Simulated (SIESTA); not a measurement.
SIESTA run on Nb3Au (P1, 8 atoms in the cell): self-consistent single point.

Method: GGA PBEsol, numerical atomic orbitals DZP, PseudoDojo PBEsol standard norm-conserving potentials (rewritten from UPF to PSML) (SIESTA).

The change in words: atoms moved at random. Reference geometry:
```xyz
8
Lattice="5.2934 0.0000 0.0000 0.0000 5.2934 0.0000 0.0000 0.0000 5.2934" Properties=species:S:1:pos:R:3 pbc="T T T"
Nb     2.6467     1.3234     0.0000
Nb     2.6467     3.9701     0.0000
Nb     1.3234     0.0000     2.6467
Nb     3.9701     0.0000     2.6467
Nb     0.0000     2.6467     1.3234
Nb     0.0000     2.6467     3.9701
Au     2.6467     2.6467     2.6467
Au     0.0000     0.0000     0.0000
```

Reference input (self-consistent single point, DFT, GGA PBEsol, numerical atomic orbitals DZP, PseudoDojo PBEsol standard norm-conserving potentials (rewritten from UPF to PSML)): XC.functional = GGA; XC.authors = PBEsol; potentials = PseudoDojo PBEsol standard; PAO.BasisSize = DZP; PAO.EnergyShift = 0.01 Ry; MeshCutoff = 400 Ry; kgrid.MonkhorstPack = 5 5 5; OccupationFunction = FD; ElectronicTemperature = 50 meV; MaxSCFIterations = 150; SCF.Mixer.Method = Pulay; SCF.Mixer.Weight = 0.1. This run's input differs from it in these lines:

```diff
@@ -18,10 +18,10 @@
 %block AtomicCoordinatesAndAtomicSpecies
-     5.001557031    2.500778516    0.000000000  1
-     5.001557031    7.502335547    0.000000000  1
-     2.500778516    0.000000000    5.001557031  1
-     7.502335547    0.000000000    5.001557031  1
-     0.000000000    5.001557031    2.500778516  1
-     0.000000000    5.001557031    7.502335547  1
-     5.001557031    5.001557031    5.001557031  2
-     0.000000000    0.000000000    0.000000000  2
+     4.912879425    2.548673426    0.055767361  1
+     4.807646665    7.560333602    0.011103457  1
+     2.562177630   -0.037761756    4.906747516  1
+     7.508677521    0.003010937    4.989993431  1
+     0.022296941    4.973068162    2.398486671  1
+     0.021896817    5.009659554    7.514629374  1
+     5.066607282    5.100347786    5.045200618  2
+     0.105602875   -0.149546555    0.085866731  2
 %endblock AtomicCoordinatesAndAtomicSpecies
```

Log, with long lists cut:

```
        iscf     Eharris(eV)        E_KS(eV)     FreeEng(eV)     dDmax    Ef(eV) dHmax(eV)
   scf:    1   -17950.202695   -18110.998727   -18111.071580  0.544854 -1.653538 36.396692
   scf:    2   -18199.641406   -18168.707069   -18168.820191  0.392188 -2.025490 13.200072
   scf:    3   -18181.152597   -18176.002963   -18176.120873  0.173735 -2.285738  5.457187
   scf:    4   -18179.651277   -18179.447872   -18179.562392  0.252043 -3.029581  3.877801
   scf:    5   -18180.547900   -18180.082030   -18180.197047  0.061720 -3.096403  1.958631
   [... 6 lines left out ...]
   scf:   12   -18180.301400   -18180.301245   -18180.422204  0.001387 -3.182127  0.002876
   scf:   13   -18180.301281   -18180.301264   -18180.422211  0.000296 -3.182947  0.001758
   scf:   14   -18180.301272   -18180.301268   -18180.422211  0.000101 -3.183194  0.000971
   scf:   15   -18180.301267   -18180.301268   -18180.422211  0.000019 -3.183238  0.000909
SCF Convergence by DM+H criterion
max |DM_out - DM_in|         :     0.0000191841
max |H_out - H_in|      (eV) :     0.0009090814
SCF cycle converged after 15 iterations

Using DM_out to compute the final energy and forces

siesta: E_KS(eV) =           -18180.3013

siesta: E_KS - E_eggbox =    -18180.3013

siesta: Atomic forces (eV/Ang):
     1    0.350195   -0.058713   -0.165232
     2    0.867089   -0.274675   -0.013268
     3   -0.212102    0.363723    0.449317
     4    0.216754    0.109115    0.139740
     5   -0.144279   -0.224859    0.690182
     6   -0.024013   -0.261267   -0.415490
     7   -0.093189   -0.390664   -0.104240
     8   -0.955918    0.741822   -0.580645
   Tot    0.004537    0.004482    0.000364
   Max    0.955918
   Res    0.418381    sqrt( Sum f_i^2 / 3N )
   Max    0.955918    constrained

   [... lines left out ...]
siesta: FreeEng =    -18180.422211
   [... lines left out ...]
siesta:     0.075250    0.003980   -0.001652
siesta:     0.003980    0.071667   -0.001502
siesta:    -0.001652   -0.001502    0.077997

siesta: Cell volume =        148.323192 Ang**3

siesta: Pressure (static):
siesta:                Solid            Molecule  Units
siesta:          -0.00081654         -0.00082233  Ry/Bohr**3
siesta:          -0.07497125         -0.07550261  eV/Ang**3
siesta:        -120.11719262       -120.96851636  kBar
```

The run converged in 15 iterations. Against the reference run the free energy rises by 21.2 meV/atom, the pressure goes from -12.79 to -12.01 GPa and the largest force goes from 0.000 to 1.342 eV/Å.

The starting cell comes from a database of computed structures (which also holds hypothetical and non-ambient phases and stackings), without a prior relaxation at this level. Its lattice was rescaled by a random factor within 2.5 % of one. For this run, on top of that: atoms moved at random. Spin polarisation is off. Values carry the incompleteness of an atom-centred basis. With a pressure of about -12 GPa the cell is away from its equilibrium volume at this level. Forces in this geometry exceed 1 eV/Å.

Cost on one core of a shared machine: roughly 3 min.
